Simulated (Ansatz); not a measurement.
For Au (P6₃/mmc, No. 194, 2 atoms in the cell; start COD 1545302; another form than the element's usual one), PBEsol in Ansatz (plane waves, PAW) gives:

* **equilibrium lattice constant a**: 2.865 Å
* **c axis length**: 4.792 Å
* **cohesive energy**: 3.72 eV/atom

### Question
What does r²SCAN+rVV10 in Ansatz (plane waves, PAW) give for the same quantities?

### Answer

- lattice constant a: 2.879 Å (increases by 0.5 %)
- lattice parameter c: 4.809 Å (goes up by 0.4 %)
- cohesive energy: 3.81 eV/atom (grows by 0.09 eV/atom)

Changes are worked out from the printed values.

Unless a cell is named, each level is at its own relaxed cell (PBEsol 17.03, r²SCAN+rVV10 17.26 Å³/atom).

Levels without +SOC leave out spin–orbit coupling, which shifts energies and cells of such heavy elements.

Caveats: the relaxation could not lower the start's symmetry, so the cell can be a saddle point above a distorted one (PBEsol, r²SCAN+rVV10). Ansatz's density-functional and Hartree–Fock values are scalar-relativistic unless marked +SOC, with PAW data made under PBE.

Ansatz is a program for electronic structure.
